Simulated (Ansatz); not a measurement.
# Fluorite NiSi2

All values below come from PBE (plane waves, PAW; Ansatz, a quantum-chemistry and plane-wave program).

Settings: plane-wave cutoff 520 eV, 12×12×12 k mesh, Fermi–Dirac smearing 0.1 eV, perturbation theory, force constants from a 4×4×4 q mesh, no spin polarisation, scalar-relativistic PAW data made under PBE.

Cell: relaxed at this level.

```yaml
zero_point_energy: 0.049 eV/atom
```
